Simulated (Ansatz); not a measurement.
InAs (F-43m) (Ansatz, an electronic-structure program, without spin-orbit coupling). The PBEsol cell:

```cif
data_As4In4
_chemical_formula_sum 'In4 As4'
_space_group_name_H-M_alt 'F-43m'
_space_group_IT_number 216
_space_group_name_Hall 'F -4 2 3'
_cell_length_a 6.08770
_cell_length_b 6.08770
_cell_length_c 6.08770
_cell_angle_alpha 90.000
_cell_angle_beta 90.000
_cell_angle_gamma 90.000
loop_
_atom_site_label
_atom_site_type_symbol
_atom_site_symmetry_multiplicity
_atom_site_Wyckoff_symbol
_atom_site_fract_x
_atom_site_fract_y
_atom_site_fract_z
_atom_site_occupancy
In1 In 4 c 0.25000 0.25000 0.25000 1
As1 As 4 a 0.00000 0.00000 0.00000 1
```
(The calculation used a cell of 2 atoms; values per cell refer to that cell.)

**Question.** PBEsol resolves no band gap here. What does HSE06 give?

**Answer.** HSE06: band gap 0.42 eV, electron mass 0.031 mₑ (cell relaxed with PBEsol). If the better level is right, the cheaper fails in kind, and carrier masses and densities can't be taken from it.

The comparison is between levels of theory, not with measurement.
